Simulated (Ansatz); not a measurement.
Consider MoS$_{2}$ in the 2H-MoS2 type structure (space group P6_3/mmc, No. 194; a = 3.109 Å, c = 11.709 Å; layered, stacked along the Cartesian z axis).

Level of theory: Ansatz (an electronic-structure program) PBEsol-D3(BJ), no spin-orbit coupling, earlier PAW set.

One change was made to it. Results:

| quantity | base | after |
|---|---|---|
| band gap | 0.52 eV | zero |
| lattice parameter a | 3.109 Å | 2.775 Å |
| c/a ratio | 3.766 | 3.668 |

Question: Which of these changes matches the shifts?
(A) pressure 75 GPa
(B) pressure −1 GPa
(C) pressure 15 GPa

Answer: A, pressure 75 GPa. For comparison, the lattice parameter a in the other runs: pressure 15 GPa gives 3.009 Å; pressure −1 GPa gives 3.118 Å.

A case with no gap was solved on a k-mesh chosen for an insulator, which is coarse for it. Load acts through the strain it causes; cell and atoms are relaxed under it. No phonon test of stability was made. No other phases were tried under pressure. The final runs are not spin-polarised. A zero or small gap of MoS2 under pressure 15 GPa can be the functional's error rather than a property of the material.
